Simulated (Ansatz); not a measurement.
# MgS, pressure series

The reference is MgS in the rock salt structure (space group Fm-3m, No. 225).

```cif
data_MgS
_chemical_formula_sum 'Mg1 S1'
_space_group_name_H-M_alt 'P 1'
_space_group_IT_number 1
_cell_length_a 3.66423
_cell_length_b 3.66423
_cell_length_c 3.66423
_cell_angle_alpha 60.000
_cell_angle_beta 60.000
_cell_angle_gamma 60.000
loop_
_space_group_symop_operation_xyz
  'x, y, z'
loop_
_atom_site_label
_atom_site_type_symbol
_atom_site_fract_x
_atom_site_fract_y
_atom_site_fract_z
_atom_site_occupancy
Mg1 Mg 0.00000 0.00000 0.00000 1
S1 S 0.50000 0.50000 0.50000 1
```

Cell and atoms are relaxed at each pressure.

Calculations: plane-wave PAW DFT at the PBEsol level (Ansatz, an electronic-structure program, 420 eV), without spin-orbit coupling.

| pressure (GPa) | band gap (eV) |
|---|---|
| -2 | 2.67 |
| -1 | 2.70 |
| 0 | 2.73 |
| 0.9 | 2.75 |
| 2.1 | 2.78 |
| 4.5 | 2.83 |
| 9 | ? |
| 15 | 3.00 |

Fit E_g = E₀ + αP + βP² to the rows shown and predict the withheld row.

Least squares on the printed values gives E₀ = 2.73 eV, α = 25.9 meV/GPa, β = -0.51 meV/GPa² (largest residual 0.00 eV); this predicts 2.92 eV, and the run gives 2.91 eV, in agreement.

Load acts through the strain it causes; cell and atoms are relaxed under it. No phonon test of stability was made. Competing high-pressure phases were not computed.
